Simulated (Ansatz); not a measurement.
# Quick settings and what they miss: Ti2H3 (P4_2/mcm, 10 atoms in the cell)

Self-consistent single point.

```
CELL_PARAMETERS angstrom
      4.29204     0.00000     0.00000
      0.00000     4.29204     0.00000
      0.00000     0.00000     4.33458
ATOMIC_POSITIONS crystal
  Ti 0.73810 0.26190 0.00000
  Ti 0.26190 0.73810 0.00000
  Ti 0.73810 0.73810 0.50000
  Ti 0.26190 0.26190 0.50000
  H  0.50000 0.00000 0.75000
  H  0.50000 0.00000 0.25000
  H  0.00000 0.50000 0.25000
  H  0.00000 0.50000 0.75000
  H  0.00000 0.00000 0.75000
  H  0.00000 0.00000 0.25000
```

Level of theory: PBEsol, PAW files made with PBE (plane waves; Ansatz, an electronic-structure program).

Base settings: basis.ecutwfc = 420 eV; kpoints.mp_grid.grid = 6 6 6; hamiltonian.xc = pbesol; hamiltonian.pseudopotentials = {kind: paw} (the program's default PAW files); scf.occupations.method = fermi_dirac; scf.occupations.width = 0.1 eV.

Tight run (finer mesh or higher cutoff; not a proven limit): basis.ecutwfc: 420 eV → 590 eV; kpoints.mp_grid.grid: 6 6 6 → 9 9 9; scf.convergence.dr2_threshold: default (1e-07 eV) → 1e-09 eV. It gave Fermi level (on the code's own zero) 12.26 eV; pressure 2.09 GPa; largest force (vector length) 0.091 eV/Å.

Quick runs, as changes from the base:
- A: the base itself
- B: basis.ecutwfc: 420 eV → 335 eV
- C: basis.ecutwfc: 420 eV → 250 eV; kpoints.mp_grid.grid: 6 6 6 → 1 1 1; hamiltonian.xc: pbesol → lda; scf.occupations.method: fermi_dirac → methfessel_paxton; scf.occupations.width: 0.1 eV → 0.5 eV [LDA (PW92)]
- D: kpoints.mp_grid.grid: 6 6 6 → 4 4 4
- E: basis.ecutwfc: 420 eV → 210 eV; kpoints.mp_grid.grid: 6 6 6 → 4 4 4; scf.occupations.method: fermi_dirac → gaussian; scf.occupations.width: 0.1 eV → 0.5 eV; kpoints.mp_grid.shift: default → 0.5 0.5 0.5
- F: basis.ecutwfc: 420 eV → 250 eV; kpoints.mp_grid.grid: 6 6 6 → 3 3 3; hamiltonian.xc: pbesol → lda; kpoints.mp_grid.shift: default → 0.5 0.5 0.5 [LDA (PW92)]

Energies are extrapolated to zero smearing width, which holds to low order in the width alone.

Dashes: energy of C, F, another energy zero.

† marks runs with another functional, U, potentials or spin treatment: their distance from the tight run is not a convergence error alone.

The count of work is k-points × plane waves × bands × iterations; it is no time. 

Pressures in the table are Ansatz's without its Pulay estimate, at a fixed set of plane waves; the tight run's value above holds the estimate.

The starting cell comes from a database of computed structures (which also holds hypothetical and non-ambient phases and stackings), without a prior relaxation at this level. Its lattice was rescaled by a random factor within 2.5 % of one. Spin polarisation is off.

```
run  energy less tight (meV/atom)  pressure less tight (GPa)  largest miss in a force vector (eV/Å)  count of work / tight
---  ----------------------------  -------------------------  -------------------------------------  ---------------------
A                             2.9                      -0.07                                  0.007                   0.29
B                             9.7                      -1.15                                  0.008                   0.21
C†                              –                     -42.08                                  0.852                 0.0045
D                             7.5                       0.08                                  0.006                   0.13
E                           909.4                     -90.94                                  0.714                  0.015
F†                              –                     -34.95                                  0.163                  0.021
```

Among the runs at the tight run's level, the energy misses run from 2.9 to 909.4 meV/atom.

Keys are those of Ansatz 0.2.
